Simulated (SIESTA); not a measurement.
SIESTA run on Sr2H3I (P-3m1, 6 atoms in the cell): self-consistent single point.

Computed with SIESTA with GGA PBEsol with spin-orbit coupling, numerical atomic orbitals DZP, PseudoDojo PBEsol fully relativistic norm-conserving potentials (rewritten from UPF to PSML).

```yaml
crystal:
  lattice:
    - [4.24273, 0.00000, 0.00000]
    - [-2.12136, 3.67431, 0.00000]
    - [0.00000, 0.00000, 7.68275]
  atoms:
    - { symbol: Sr, position: [0.66667, 0.33333, 0.67866] }
    - { symbol: Sr, position: [0.33333, 0.66667, 0.32134] }
    - { symbol: H, position: [0.00000, 0.00000, 0.50000] }
    - { symbol: H, position: [0.66667, 0.33333, 0.35725] }
    - { symbol: H, position: [0.33333, 0.66667, 0.64275] }
    - { symbol: I, position: [0.00000, 0.00000, 0.00000] }
```

Reference input (self-consistent single point, DFT, GGA PBEsol, numerical atomic orbitals DZP, PseudoDojo PBEsol standard norm-conserving potentials (rewritten from UPF to PSML)): XC.functional = GGA; XC.authors = PBEsol; potentials = PseudoDojo PBEsol standard; PAO.BasisSize = DZP; PAO.EnergyShift = 0.005 Ry; MeshCutoff = 300 Ry; kgrid.MonkhorstPack = 6 6 3; OccupationFunction = FD; ElectronicTemperature = 232.09 K; MaxSCFIterations = 150; SCF.Mixer.Method = Pulay; SCF.Mixer.Weight = 0.25. This run's input differs from it in these lines:

```diff
@@ -1,2 +1,2 @@
-# files in the folder: Sr.psml H.psml I.psml (PseudoDojo PBEsol standard)
+# files in the folder: Sr.psml H.psml I.psml (PseudoDojo PBEsol fully relativistic)
 SystemName  Sr2H3I
@@ -39,2 +39,11 @@
 ElectronicTemperature        232.09 K
+Spin                         spin-orbit
+%block DM.InitSpin
+  1 0.00 0.00 0.00
+  2 0.00 0.00 0.00
+  3 0.00 0.00 0.00
+  4 0.00 0.00 0.00
+  5 0.00 0.00 0.00
+  6 0.00 0.00 0.00
+%endblock DM.InitSpin
```

Log, with long lists cut:

```
        iscf     Eharris(eV)        E_KS(eV)     FreeEng(eV)     dDmax    Ef(eV) dHmax(eV)
   scf:    1    -2249.782282    -2261.544433    -2261.544433  1.669730 -3.742739  5.102914
     spin moment: {S} , |S| = {   -0.00000    0.00000   -0.00000 }     0.00000
   scf:    2    -2263.208215    -2262.416709    -2262.416709  0.148274 -4.162960  2.988622
     spin moment: {S} , |S| = {   -0.00000   -0.00000    0.00000 }     0.00000
   scf:    3    -2263.200387    -2262.885904    -2262.885904  0.179807 -3.534515  0.421858
     spin moment: {S} , |S| = {   -0.00000   -0.00000   -0.00000 }     0.00000
   [... lines left out ...]
     spin moment: {S} , |S| = {    0.00000   -0.00000    0.00000 }     0.00000
   scf:    8    -2262.897452    -2262.897467    -2262.897467  0.000472 -2.497196  0.000947
     spin moment: {S} , |S| = {    0.00000   -0.00000   -0.00000 }     0.00000
   scf:    9    -2262.897474    -2262.897467    -2262.897467  0.000061 -2.496810  0.000181
     spin moment: {S} , |S| = {   -0.00000    0.00000    0.00000 }     0.00000
   scf:   10    -2262.897467    -2262.897467    -2262.897467  0.000007 -2.496783  0.000090
     spin moment: {S} , |S| = {   -0.00000   -0.00000    0.00000 }     0.00000
SCF Convergence by DM+H criterion
max |DM_out - DM_in|         :     0.0000071098
max |H_out - H_in|      (eV) :     0.0000897116
SCF cycle converged after 10 iterations

Using DM_out to compute the final energy and forces

siesta: E_KS(eV) =            -2262.8975

siesta: E_KS - E_eggbox =     -2262.8975

siesta: Atomic forces (eV/Ang):
     1   -0.000025    0.000014    0.310087
     2    0.000025   -0.000014   -0.310087
     3    0.000000   -0.000000    0.000000
     4   -0.000022    0.000013   -0.190688
     5    0.000022   -0.000013    0.190688
     6    0.000000   -0.000000    0.000000
   Tot   -0.000000   -0.000000   -0.000000
   Max    0.310087
   Res    0.121342    sqrt( Sum f_i^2 / 3N )
   Max    0.310087    constrained

   [... lines left out ...]
siesta: FreeEng =     -2262.897467
   [... lines left out ...]
siesta:    -0.013687    0.000001    0.000000
siesta:     0.000001   -0.013686   -0.000000
siesta:     0.000000   -0.000000   -0.012015

siesta: Cell volume =        119.767264 Ang**3

siesta: Pressure (static):
siesta:                Solid            Molecule  Units
siesta:           0.00014300          0.00010452  Ry/Bohr**3
siesta:           0.01312946          0.00959656  eV/Ang**3
siesta:          21.03570723         15.37537698  kBar
```

The run converged in 10 iterations. Against the reference run the pressure hardly changes (2.11 to 2.10 GPa), the largest force moves little (0.314 to 0.310 eV/Å) and the gap on the mesh hardly changes (2.644 to 2.643 eV). The full log also holds: “initDM: WARNING: atom 1 has a closed-shell and cannot be polarized”. The full log also holds: “initDM: WARNING: atom 2 has a closed-shell and cannot be polarized”.

The starting cell comes from a database of computed structures (which also holds hypothetical and non-ambient phases and stackings), without a prior relaxation at this level. Values carry the incompleteness of an atom-centred basis. The basis of the alkali or alkaline-earth atoms may lack their empty d shell, which can raise the gap.

Cost on one core of a shared machine: roughly 60 s.
